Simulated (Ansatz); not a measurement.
# CeO2, pressure series

The parent structure is CeO2 in the fluorite structure (space group Fm-3m, No. 225; a = 5.437 Å).

Cell and atoms are relaxed at each pressure.

Method: r2SCAN (Ansatz, a quantum-chemistry and plane-wave program; PAW; 500 eV plane waves; no SOC).

Notes on the quantities. enthalpy: H = E + PV relative to the base's energy.

```
case               band gap       enthalpy  volume per atom
-----------------  --------  -------------  ---------------
base                2.20 eV              –         13.40 Å³
pressure −2 GPa     2.16 eV  -0.17 eV/atom         13.54 Å³
pressure −1 GPa     2.18 eV  -0.08 eV/atom         13.47 Å³
pressure 0.9 GPa    2.21 eV  +0.08 eV/atom         13.33 Å³
pressure 2.1 GPa    2.23 eV  +0.17 eV/atom         13.25 Å³
pressure 4.5 GPa    2.27 eV  +0.37 eV/atom         13.10 Å³
pressure 9 GPa      2.34 eV  +0.74 eV/atom         12.84 Å³
pressure 15 GPa     2.42 eV  +1.21 eV/atom         12.52 Å³
pressure 22.5 GPa   2.52 eV  +1.79 eV/atom         12.18 Å³
pressure 30 GPa     2.60 eV  +2.35 eV/atom         11.88 Å³
```

Load acts through the strain it causes; cell and atoms are relaxed under it. Whether these cells are dynamically stable was not tested. No other phases were tried under pressure. Seeded moments were not kept for the base. The final runs are not spin-polarised.
